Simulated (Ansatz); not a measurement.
## ZnSe: element substitutions

Take ZnSe in the zinc blende structure (space group F-43m, No. 216) as the base.

```cif
data_Se4Zn4
_chemical_formula_sum 'Se4 Zn4'
_space_group_name_H-M_alt 'F-43m'
_space_group_IT_number 216
_space_group_name_Hall 'F -4 2 3'
_cell_length_a 5.66546
_cell_length_b 5.66546
_cell_length_c 5.66546
_cell_angle_alpha 90.000
_cell_angle_beta 90.000
_cell_angle_gamma 90.000
loop_
_atom_site_label
_atom_site_type_symbol
_atom_site_symmetry_multiplicity
_atom_site_Wyckoff_symbol
_atom_site_fract_x
_atom_site_fract_y
_atom_site_fract_z
_atom_site_occupancy
Se1 Se 4 c 0.25000 0.25000 0.25000 1
Zn1 Zn 4 a 0.00000 0.00000 0.00000 1
```
(The calculation used a cell of 2 atoms; values per cell refer to that cell.)

Each row replaces one element on all its sites; cell and atoms are relaxed.

All numbers come from r2SCAN (Ansatz, an electronic-structure program; PAW; 500 eV plane waves; without spin-orbit coupling).

```tsv
case	lattice parameter a	band gap
base	5.665 Å	1.87 eV
Se → As	5.609 Å	zero
Se → Pt	5.589 Å	zero
Zn → Mg	5.947 Å	3.33 eV
```

Spin-orbit coupling, missing from the scalar runs, can matter with Pt. Whether these cells are dynamically stable was not tested. As relaxed here, ZnAs and ZnPt are hypothetical phases, not in the database extracts checked. For MgSe in this form, whether it has been made was not checked. The final runs are not spin-polarised. An odd electron count without spin: ZnAs. This is not the structure that MgSe has at room temperature and ambient pressure.
